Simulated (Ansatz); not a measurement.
The parent structure is BiAu2 in the cubic Laves (MgCu2 type) structure (space group Fd-3m, No. 227; a = 7.9447 Å).

All numbers come from Ansatz (an electronic-structure program) PBEsol, scalar-relativistic without spin-orbit coupling.

For the base:

Lattice parameter a: 15.013 bohr

Perturbation: cell and atoms relaxed at a pressure of 1.5 GPa.

What does the calculation give for the lattice parameter a after the change?

The lattice parameter a decreases by 0.0587 bohr (15.013 bohr → 14.955 bohr).

Load acts through the strain it causes; cell and atoms are relaxed under it. No phonon test of stability was made.
